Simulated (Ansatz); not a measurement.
The reference is CaF2 in the fluorite structure (space group Fm-3m, No. 225; a = 5.439 Å). Axes: x, y, z lie along the cube axes.

Method: r2SCAN (Ansatz, a first-principles code; PAW; 500 eV plane waves; no spin-orbit coupling).

Base values:

* **Smallest direct gap**: 8.29 eV
* **Band gap**: 8.03 eV

Now apply this change: strain tensor (xx, yy, zz, yz, xz, xy) = (+0.17, +1.23, +0.06, +0.59, +1.05, +0.80) %; the atoms relax in the strained cell.

### Question
Predict the new smallest direct gap.

### Answer
The smallest direct gap falls by 0.13 eV (8.29 eV → 8.16 eV).

### Question
What happens to the band gap?

### Answer
The band gap decreases by 0.11 eV to 7.92 eV.

Whether these cells are dynamically stable was not tested.
